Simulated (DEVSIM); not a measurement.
System: abrupt Si n-p junction, at 300 K.

```
layer (left to right)  material  thickness (μm)  Nd (cm⁻³)  Na (cm⁻³)   τn (s)   τp (s)
---------------------  --------  --------------  ---------  ---------  -------  -------
1                            Si            6.10     9.9e15          -  0.00024  0.00024
2                            Si           0.640          -     8.1e16  0.00024  0.00024
```

Left contact: ohmic. Right contact: ohmic. Voltage is applied to the left contact. Recombination: SRH at mid-gap. Mobility is μmin + (μ − μmin)/(1 + (N/Nref)^α).

This is a model device: material constants are rounded textbook-type values typed into the input, and sizes, dopings and lifetimes were drawn at random. Values at 300 K.

| parameter | Si |
|---|---|
| gap (eV) | 1.124 |
| affinity (eV) | 4.05 |
| permittivity | 11.7 |
| Nc (cm⁻³) | 2.86e19 |
| Nv (cm⁻³) | 3.1e19 |
| μn (cm²/Vs) | 1417 |
| μp (cm²/Vs) | 470 |
| μn,min | 52 |
| μp,min | 45 |
| Nref,n | 9.7e16 |
| Nref,p | 2.2e17 |
| αn | 0.68 |
| αp | 0.72 |

DEVSIM, 1D drift-diffusion, Boltzmann statistics, complete ionisation; no tunnelling, impact ionisation, image-force lowering or self-heating.

Question: Tabulate band edges, carrier densities and field at -0.9 V on the left contact.

Answer: Energies count from the Fermi level of the right contact; mesh points crowd at the junctions.

```
x (μm)   Ec (eV)  Ev (eV)  n (cm⁻³)  p (cm⁻³)  field (V/cm)
-------  -------  -------  --------  --------  ------------
0.000      1.106   -0.018    9.9e15     12000          -960
0.02206    1.104   -0.020    1.0e16    4.6e14          -950
0.06788    1.100   -0.024    1.1e16    1.3e15          -870
0.1518     1.093   -0.031    1.2e16    2.6e15          -720
0.4048     1.078   -0.046    1.6e16    5.7e15          -510
0.8297     1.060   -0.064    2.0e16    9.6e15          -370
1.608      1.035   -0.089    2.5e16    1.5e16          -270
3.713      0.990   -0.134    3.6e16    2.6e16          -180
4.863      0.972   -0.152    4.0e16    3.0e16          -150
5.490      0.962   -0.162    4.3e16    3.3e16          -140
5.793      0.958   -0.166    4.4e16    3.4e16          -140
5.988      0.955   -0.169    4.5e16    3.5e16          -130
6.056      0.955   -0.169    4.4e16    3.6e16           340
6.088      0.960   -0.164    3.5e16    4.5e16          4300
6.115      0.976   -0.148    1.8e16    8.4e16          2900
6.149      0.979   -0.145    1.5e16    9.5e16            57
6.216      0.979   -0.145    1.4e16    9.5e16          -140
6.333      0.977   -0.147    1.1e16    9.2e16          -150
6.562      0.973   -0.151    5.1e15    8.6e16          -170
6.659      0.972   -0.152    2.4e15    8.3e16          -180
6.707      0.971   -0.153    9.8e14    8.2e16          -180
6.740      0.970   -0.154      1400    8.1e16          -190
```
